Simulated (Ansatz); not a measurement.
Ansatz (a quantum-chemistry and plane-wave program) is run on Ti₅Te₄ (P1, 9 atoms in the cell), and the run fails. The aim is a self-consistent single point with DFT, PBEsol, plane waves, default PAW files made with PBE.

The input file:

Ansatz 0.2 input:
```yaml
# Ti5Te4
crystal:
  lattice:
    - [-5.082000, 5.082000, 1.886000]
    - [5.082000, -5.082000, 1.886000]
    - [5.082000, 5.082000, -1.886000]
  atoms:
    - { element: Te, position: [0.275856, 0.059726, 0.340329] }
    - { symbol: Te, position: [0.057603, 0.718332, 0.771619] }
    - { symbol: Te, position: [0.731938, 0.952059, 0.665856] }
    - { symbol: Te, position: [0.944219, 0.281786, 0.220682] }
    - { symbol: Ti, position: [0.002761, 0.001765, 0.004600] }
    - { symbol: Ti, position: [0.377108, 0.316333, 0.692661] }
    - { symbol: Ti, position: [0.305927, 0.614547, 0.935689] }
    - { symbol: Ti, position: [0.624324, 0.681562, 0.309191] }
    - { symbol: Ti, position: [0.680264, 0.373890, 0.059372] }
kpoints:
  mp_grid: { grid: [4, 4, 2] }
hamiltonian:
  xc: pbesol
  pseudopotentials: { kind: paw }
scf:
  occupations: { method: cold, width: 0.136 }
output:
  forces: true
  eigenvalues: true
  stress: true
```

Log, with long lists cut:

```
Error: YAML parse error: error: line 8 column 9: unknown field `element`, expected one of symbol, position, position_ang, spin, spin_axis, wyckoff
  --> <input>:8:9
   |
 6 |     - [5.082000, 5.082000, -1.886000]
 7 |   atoms:
 8 |     - { element: Te, position: [0.275856, 0.059726, 0.340329] }
   |         ^ unknown field `element`, expected one of symbol, position, position_ang, spin, spin_axis, wyckoff
 9 |     - { symbol: Te, position: [0.057603, 0.718332, 0.771619] }
10 |     - { symbol: Te, position: [0.731938, 0.952059, 0.665856] }
   |
```

Q: From the messages shown, name the fault and mend the input.

A: The program does not know the word element. To fix it, write symbol. The program stopped before any SCF iteration.

An input that runs soundly differs in these lines (not the only fix; some lines may just follow from the change or write a value another way):
```diff
-    - { element: Te, position: [0.275856, 0.059726, 0.340329] }
+    - { symbol: Te, position: [0.275856, 0.059726, 0.340329] }
```

With that input, the run converged in 8 iterations: free energy E − TS (on the zero of these files) -39982.1587 eV; Fermi level (on the code's own zero) 12.70 eV; pressure -3.54 GPa; largest force (vector length) 0.615 eV/Å (DFT, PBEsol, plane waves, default PAW files made with PBE).

On the sound input: the starting cell comes from a database of published, mostly measured structures (it also holds non-ambient and calculated ones), without a prior relaxation at this level. Its atoms were displaced at random from the sites of space group no. 87. Spin polarisation is off, so a magnetic state, if there is one, cannot be reached. With a pressure of about -4 GPa the cell is away from its equilibrium volume at this level. Ansatz's pressure includes its estimate of the finite-basis (Pulay) stress. Without a gap this mesh is coarse (it stands for a supercell whose shortest vector is 15 Å).
